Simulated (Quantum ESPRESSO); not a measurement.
# Habitual settings against a tight run: La5Mg (Cm, 6 atoms in the cell)

Self-consistent single point.

```
La5Mg
1.0
    6.38699    -1.85774     0.00000
    6.38699     1.85774     0.00000
   -2.61258     0.00000     8.29564
La Mg
5 1
Direct
  0.99470   0.99470   0.03687
  0.68561   0.68561   0.33268
  0.04874   0.04874   0.57365
  0.33717   0.33717   0.68400
  0.71473   0.71473   0.93430
  0.38571   0.38571   0.27184
```

Method: PBEsol, GBRV 1.5 ultrasoft (PBESOL) pseudopotentials (plane waves; Quantum ESPRESSO).

Base settings: ecutwfc = 40 Ry; ecutrho = 200 Ry; occupations = smearing; smearing = methfessel-paxton; degauss = 0.0099958 Ry; potentials = {La: la_pbesol_v1.uspp.F.UPF, Mg: mg_pbesol_v1.4.uspp.F.UPF}; K_POINTS = automatic 5 5 2 0 0 0; conv_thr = 1e-10 Ry; mixing_beta = 0.7.

Tight run (finer mesh or higher cutoff; not a proven limit): ecutwfc: 40 Ry → 56 Ry; ecutrho: 200 Ry → 280 Ry; conv_thr: 1e-10 Ry → 7.3e-11 Ry; K_POINTS: automatic 5 5 2 0 0 0 → automatic 7 7 3 0 0 0. It gave Fermi level (on the code's own zero) 11.17 eV; pressure 0.25 GPa; largest force (vector length) 0.155 eV/Å.

Quick runs, as changes from the base:
- A: the base itself
- B: ecutwfc: 40 Ry → 32 Ry; ecutrho: 200 Ry → 160 Ry; K_POINTS: automatic 5 5 2 0 0 0 → automatic 2 2 2 0 0 0
- C: smearing: methfessel-paxton → marzari-vanderbilt; degauss: 0.0099958 Ry → 0.019992 Ry; K_POINTS: automatic 5 5 2 0 0 0 → automatic 4 4 4 0 0 0
- D: ecutwfc: 40 Ry → 20 Ry; ecutrho: 200 Ry → 100 Ry; pseudopotentials: {La: la_pbesol_v1.uspp.F.UPF, Mg: mg_pbesol_v1.4.uspp.F.UPF} → {La: la_lda_v1.uspp.F.UPF, Mg: mg_lda_v1.4.uspp.F.UPF}; K_POINTS: automatic 5 5 2 0 0 0 → automatic 4 4 4 1 1 1 [LDA (PZ)]
- E: ecutwfc: 40 Ry → 20 Ry; ecutrho: 200 Ry → 100 Ry; pseudopotentials: {La: la_pbesol_v1.uspp.F.UPF, Mg: mg_pbesol_v1.4.uspp.F.UPF} → {La: la_lda_v1.uspp.F.UPF, Mg: mg_lda_v1.4.uspp.F.UPF}; K_POINTS: automatic 5 5 2 0 0 0 → automatic 2 2 2 0 0 0 [LDA (PZ)]

Energies are extrapolated to zero smearing width, which holds to low order in the width alone (under cold and Methfessel-Paxton smearing the free energy itself is taken).

Dashes: energy of D, E, another energy zero.

† marks runs with another functional, U, potentials or spin treatment: their distance from the tight run is not a convergence error alone.

The count of work is k-points × plane waves × bands × iterations; it is no time. Core times come from one kind of shared machine and are given to one figure; runs under 30 s give none.

The starting cell comes from a database of computed structures (which also holds hypothetical and non-ambient phases and stackings), without a prior relaxation at this level. Its lattice was rescaled by a random factor within 2.5 % of one. Without a gap this mesh is coarse (it stands for a supercell whose shortest vector is 17 Å).

```
run  energy less tight (meV/atom)  pressure less tight (GPa)  largest miss in a force vector (eV/Å)  count of work / tight  core time / tight (rough)
---  ----------------------------  -------------------------  -------------------------------------  ---------------------  -------------------------
A                             3.6                      -0.01                                  0.050                   0.25                        0.2
B                          -359.1                      -2.74                                  0.422                  0.054                        0.1
C                            13.6                       0.02                                  0.120                   0.33                        0.4
D†                              –                     -25.38                                  0.168                  0.097                        0.1
E†                              –                     -27.71                                  0.410                  0.025                       0.05
```

Among the runs at the tight run's level, the energy misses run from 3.6 to 359.1 meV/atom.

Left out of this page: 1 run of the series outside the window shown, repeating another row's setting, or not comparable.
